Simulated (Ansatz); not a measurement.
## (Ti,Hf)Si2: Hf₃TiSi₈

A 48-atom cell of (Ti,Hf)Si2 started in the ZrSi2 (C49) type structure, site fractions Ti 0.250, Hf 0.750, short-range order 0.00 among the nearest mixed sites of the first mixed sublattice (0 is random, a negative value favours unlike neighbours), space group P-1 at the end.

All values below come from PBE (plane waves to 420 eV, PAW; Ansatz, a program for electronic structure). Scalar-relativistic, without spin–orbit coupling; the runs are not spin-polarised. Its k-point mesh 4×4×4, Fermi–Dirac width 0.05 eV.

```
Property                                                                                           Value
---------------------------------------------------------  ---------------------------------------------
volume per atom                                                                                 15.92 Å³
Hf–Si bonds (within 1.22 times the sum of covalent radii)  2.776 Å on average, from 2.656 to 2.994 (120)
Si–Ti bonds (within 1.22 times the sum of covalent radii)   2.734 Å on average, from 2.608 to 3.000 (40)
```

```xyz
48
Lattice="5.4829 7.1843 -0.0021 5.4765 -7.1787 -3.6388 -1.8224 7.1826 -7.2808" Properties=species:S:1:pos:R:3 pbc="T T T"
Hf     5.4739     8.7021    -4.5413
Hf     3.6486     1.5024    -4.5422
Hf     3.6617     1.5043    -0.9268
Ti     5.4813    -5.6407    -4.5571
Hf     3.6595     1.4915    -8.1743
Ti     7.3110     1.5310    -4.5586
Hf     5.4935     8.6788    -8.1951
Hf     7.3047     1.5093    -8.1877
Hf     5.4860     5.6820   -10.0139
Hf     3.6547    12.8785    -6.3885
Ti     3.6490    -1.5349    -6.3615
Hf     5.4750     5.6831    -6.3552
Hf     5.4880     5.6850    -2.7398
Hf     1.8207     5.6912    -6.3677
Ti     1.8256     5.6564    -2.7233
Hf     3.6627    -1.5147    -2.7406
Si     5.4741    -0.8240    -8.1337
Si     3.6130     6.4033    -4.4971
Si     9.0896    -0.7682    -4.5850
Si     5.4929    -0.8548    -4.6062
Si     3.6588     6.4087    -8.2015
Si     7.3469     6.3734    -4.5662
Si     1.8157    -0.7658    -0.9182
Si     7.3429     6.3903    -8.1803
Si    -0.0287     7.9797    -6.3824
Si     3.6554     7.9613    -6.3612
Si     3.6437     8.0422    -2.6757
Si     5.5236     0.7769    -6.3358
Si     5.5236     0.7841    -2.7848
Si     1.8381     0.7689    -6.3616
Si     1.7898     0.8140    -2.7157
Si     7.3166     8.0153   -10.0678
Si     5.4805     3.5917    -8.1836
Si     9.1305     3.6324    -8.1637
Si     3.6569    -3.6277    -4.5712
Si     5.5051     3.5589    -4.5522
Si     5.4829     3.5898    -0.9211
Si     1.8228     3.6224    -4.5218
Si     7.2842    -3.5939    -4.5741
Si     1.8301     3.5880    -8.1912
Si     5.4841    10.7820    -6.3715
Si     3.6537     3.5976    -6.3608
Si     3.6316     3.6286    -2.7298
Si    -0.0032     3.6309    -2.7087
Si     3.6603     3.5589   -10.0379
Si     7.3290     3.6026    -6.3466
Si     7.3138     3.5650    -2.7602
Si     1.8337    10.7782    -6.3792
```
